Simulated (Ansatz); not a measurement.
Defect migration in polar orthorhombic HfO2: O vacancy, charge state +2. Computed with PBE, PAW (plane waves to 420 eV; Ansatz, a program for electronic structure).

96-site cell at the relaxed PBE lattice, the Γ point alone, smearing 0.01 eV, spin-restricted, no finite-size correction. No zero-point or tunnelling terms. Spin-orbit coupling is left out. The host's phase is taken as given; its stability against other phases was not computed. The charge state is imposed; whether it is stable for some Fermi level was not computed. Forms of the defect that were not tried may lie lower. The start lies 0.16 eV above the lowest site run (PBE).

Barriers: single points on a 2×2×2 k-point mesh shifted by half a step at the bands' geometries.

The step: a nearby O atom hops onto the vacant site; the atom moves 2.33 Å along (0.44, 0.05, 0.00) of the unit cell; the moving atom starts with neighbours Hf at 2.10, Hf at 2.11, Hf at 2.28, Hf at 2.53; O at 2.55, O at 2.57, O at 2.63 Å and ends with Hf at 2.20, Hf at 2.22, Hf at 2.25, Hf at 2.31; O at 2.50, O at 2.58, O at 2.59, O at 2.82, O at 2.86 Å.

Problem. Predict the migration barrier of this step from PBE, PAW.

Solution. 695 meV, the same both ways. At the saddle the moving atom has neighbours Hf at 1.97, Hf at 2.00 Å. The saddle point's order was not checked.
